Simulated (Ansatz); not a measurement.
# HfGe (model structure, started from the NiAs type, P6₃/mmc, No. 194, 4 atoms in the cell): properties by level of theory

```csv
level (code),lattice constant a (Å),c axis length (Å),formation enthalpy (eV/atom)
PBE (Ansatz),…,6.665,-0.487
PBEsol (Ansatz),3.760,…,-0.525
PBE-D3(BJ) (Ansatz),…,…,-0.520
```

Problem. Some entries are withheld; supply them.

Solution. 
- PBE (Ansatz, a first-principles code), lattice constant a (Å): 3.817
- PBEsol (Ansatz), c axis length (Å): 6.614
- PBE-D3(BJ) (Ansatz), lattice constant a (Å): 3.771
- PBE-D3(BJ) (Ansatz), c axis length (Å): 6.634

Ansatz's density-functional and Hartree–Fock values are scalar-relativistic unless marked +SOC, with PAW data made under PBE.

The computed numbers hold no vibrational or temperature effects.

A model structure was made by putting elements into a prototype or built by hand; it is no filed structure, need not be a known phase, and can be a saddle point held by its symmetry.
